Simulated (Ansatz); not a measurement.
Take Ag in the fcc (Cu type) structure (space group Fm-3m, No. 225; a = 4.0538 Å; relaxed with 0.1 eV smearing) as the base. Axes: x, y, z lie along the cube axes.

Structures relaxed with DFT with PBEsol, PAW potentials and a 420 eV plane-wave cutoff in Ansatz (a first-principles code), no spin-orbit coupling.

Base:

Simulated powder pattern, Cu Kα1, λ = 1.54056 Å (kinematic, ideal powder, no thermal factors, no anomalous dispersion; the 14 strongest lines at most, above 2 %, up to 2θ = 90°):

| 2θ (°) | I/Imax (%) | hkl |
|---|---|---|
| 38.43 | 100 | (111) |
| 44.67 | 48 | (200) |
| 65.02 | 30 | (220) |
| 78.13 | 34 | (311) |
| 82.33 | 10 | (222) |

After one change:

Simulated powder pattern, Cu Kα1, λ = 1.54056 Å (kinematic, ideal powder, no thermal factors, no anomalous dispersion; the 14 strongest lines at most, above 2 %, up to 2θ = 90°):

| 2θ (°) | I/Imax (%) |
|---|---|
| 37.67 | 100 |
| 39.31 | 29 |
| 44.26 | 62 |
| 63.25 | 20 |
| 65.52 | 18 |
| 76.01 | 12 |
| 77.06 | 23 |
| 79.16 | 10 |
| 80.43 | 10 |
| 84.56 | 3.0 |

**Question.** What was done to the base?
A) biaxial strain −2.08 %, plane normal [111], relaxed out of plane
B) biaxial strain +2.50 %, plane normal [111], relaxed out of plane
C) biaxial strain −0.42 %, plane normal [111], relaxed out of plane
D) biaxial strain −0.83 %, plane normal [111], relaxed out of plane

**Answer.** B, biaxial strain +2.50 %, plane normal [111], relaxed out of plane. Its volume per atom is 17.12 Å³ against 16.65 Å³, and its space group is R-3m (No. 166).

No phonon test of stability was made.
